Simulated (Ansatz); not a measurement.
## Effect of Mg → Ta on Mg3Sb2

The reference is Mg$_{3}$Sb$_{2}$ (space group P-3m1, No. 164; a = 4.596 Å, c = 7.272 Å).

The change: Ta takes the place of Mg on all its sites, then cell and atoms are relaxed.

Method: plane-wave PAW DFT at the PBE level (Ansatz, a quantum-chemistry and plane-wave program, 420 eV), no spin-orbit coupling, earlier PAW set. k-mesh 13×13×7 (Γ-centred); smearing 0.05 eV (Fermi–Dirac), for the changed cell.

```json
[
 {"quantity": "volume per atom", "base": "26.60 Å³", "changed": "22.51 Å³", "shift": "-4.09 Å³"},
 {"quantity": "density", "base": "3.95 g/cm³", "changed": "11.60 g/cm³", "shift": "+7.65 g/cm³"},
 {"quantity": "c/a ratio", "base": "1.582", "changed": "1.727", "shift": "+0.1445"},
 {"quantity": "shortest interatomic distance", "base": "2.847 Å", "changed": "2.818 Å", "shift": "-0.029 Å"},
 {"quantity": "band gap", "base": "0.15 eV", "changed": "zero", "shift": "–"}
]
```

Final structure:

```
Ta3Sb2
1.0
    4.22220     0.00000     0.00000
   -2.11110     3.65653     0.00000
    0.00000     0.00000     7.29036
Sb Ta
2 3
Direct
  0.33333   0.66667   0.20618
  0.66667   0.33333   0.79382
  0.00000   0.00000   0.00000
  0.33333   0.66667   0.60002
  0.66667   0.33333   0.39998
```

With Sb present, leaving out spin-orbit coupling can change the band edges. No phonon test of stability was made. As relaxed here, Ta3Sb2 is a hypothetical phase, not in the database extracts checked. The final runs are not spin-polarised. An odd electron count without spin: Ta3Sb2. Ta3Sb2 has a high density of states at the Fermi level and may be magnetic at this level. A zero or small gap of Mg3Sb2 can be the functional's error rather than a property of the material.
